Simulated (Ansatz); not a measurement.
Bond-angle distributions (per cent of the angles at each element, bins of 10°) of a relaxed model of amorphous Hf18O41P2 at 8.49 g/cm³. The numbers are results of PBE, scalar-relativistic without spin-orbit coupling (plane waves to 420 eV, PAW; Ansatz, a program for electronic structure), not measurements.

Preparation: random packing, a CHGNet melt and quench, and a DFT relaxation. O atoms were pushed apart under 1.9 Å during the dynamics, to hinder bonds among them. The hot cell started wider than the set density and was brought back towards it in steps. It is the lowest in DFT energy of 2 quenches. It is a model cell: composition and starting density were chosen by hand, and all elements were melted together. No dispersion term was used. Its density started from a set value of 8.17 and ended at 8.49 g/cm³. Cooling (nominally 450 K/ps over its main leg) ran many orders faster than in experiment, which tends to leave more defects and strain. A cell of this size samples the disorder only roughly. Volume and shape were free in the relaxation.

Cut-offs for bonds: Hf-Hf 3.34 Å, Hf-O 2.84 Å, Hf-P 2.85 Å, O-O 1.58 Å, O-P 2.08 Å, P-P 2.50 Å. Two cations that share two anions don't count as bonded, nor two that share one unless they lie closer than Hf-Hf 3.25 Å, Hf-P 2.77 Å, P-P 2.29 Å.

| angle (°) | at Hf | at O |
|---|---|---|
| 50-60 | 0 | 0 |
| 60-70 | 5 | 0 |
| 70-80 | 29 | 0 |
| 80-90 | 13 | 6 |
| 90-100 | 10 | 16 |
| 100-110 | 7 | 32 |
| 110-120 | 7 | 12 |
| 120-130 | 8 | 8 |
| 130-140 | 5 | 11 |
| 140-150 | 7 | 10 |
| 150-160 | 5 | 4 |
| 160-170 | 2 | 1 |
| 170-180 | 1 | 0 |

They go with these counts of neighbours within the cut-offs, cation contacts included: Hf mean 6.6, most often 7; O mean 3.1, most often 3.
